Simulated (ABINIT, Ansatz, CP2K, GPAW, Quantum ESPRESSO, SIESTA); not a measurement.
## Code comparison for TiAl (P4/mmm, 2 atoms in the cell)

Self-consistent single point.

```
TiAl
1.0
    2.77618     0.00000     0.00000
    0.00000     2.77618     0.00000
    0.00000     0.00000     4.01640
Ti Al
1 1
Cartesian
  1.38809   1.38809   2.00820
  0.00000   0.00000   0.00000
```

All programs got the same cell, k-point mesh and kind of occupations (in Ansatz's words: kpoints.mp_grid.grid = 12 12 8; scf.occupations.method = fermi_dirac; scf.occupations.width = 0.1 eV); potentials, basis and cutoffs are each program's usual ones.

```csv
code,model,pressure (GPa),k-points,cutoff
GPAW,"PBE, GPAW PAW datasets PBE (gpaw-data 1.0.1)",6.27,140,800 eV
Ansatz,"PBE, PAW files",5.97,140,default
CP2K,"PBE, GPW, DZVP-MOLOPT-SR-GTH basis, GTH-PBE potentials (GTH_POTENTIALS)",5.98,1152,grid 600 Ry
Quantum ESPRESSO,"PBE, SSSP 1.1.2 efficiency (PBE) pseudopotentials",6.04,140,50 Ry
SIESTA,"GGA PBE, numerical atomic orbitals TZP, PseudoDojo PBE standard norm-conserving potentials (rewritten from UPF to PSML)",6.11,634,grid 400 Ry
ABINIT,"PBE, norm-conserving pseudopotentials (PseudoDojo nc-sr-05 PBE standard)",5.90,140,84 Ry
```

The spread over the programs that give each value: pressure within 0.37 GPa.

The starting cell comes from a database of computed structures (which also holds hypothetical and non-ambient phases and stackings), without a prior relaxation at this level. Its lattice was rescaled by a random factor within 2.5 % of one. On Ansatz's run: Spin polarisation is off. In the base run, with a pressure of about 6 GPa the cell is away from its equilibrium volume at this level.

Question: Why do the programs differ, and what cannot be compared?

Answer: Differences of this kind can come from the potentials, where these differ, and from what each basis and cutoff leave unconverged. The zero of total energies and Fermi levels follows the potentials and each program's conventions, so they are not compared here. CP2K and SIESTA use small atom-centred bases, whose incompleteness enters pressures, forces and empty levels differently from a plane-wave cutoff. Ansatz's pressure is given at a fixed set of plane waves, as the other plane-wave codes print theirs; with its correction for the finite basis it is 6.02 GPa. The programs reduce the same mesh by symmetry to different extents, which changes the work and not the result.

Left out of this page: Elk and FLEUR (not drawn, or without a comparable value).

Ansatz is a program for electronic structure.

Keys are those of Ansatz 0.2.
